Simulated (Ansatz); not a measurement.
Take Ta in the bcc (W type) structure (space group Im-3m, No. 229; a = 3.282 Å; relaxed with 0.1 eV smearing) as the base. Axes: x, y, z lie along the cube axes.

Calculations: Kohn–Sham DFT with the PBEsol functional, run in Ansatz (a quantum-chemistry and plane-wave program) with PAW and 420 eV plane waves, no spin-orbit coupling.

Perturbation: biaxial strain −3.00 %, plane normal [001], relaxed out of plane (Cartesian); in-plane vectors clamped, the third vector and the atoms free.

### Question
What does the calculation give for the in-plane stress and out-of-plane strain after the change?

### Answer
The mean in-plane stress (compression positive) is +8.4 GPa; the out-of-plane strain is +3.79 %.

Whether these cells are dynamically stable was not tested. The final runs are not spin-polarised.
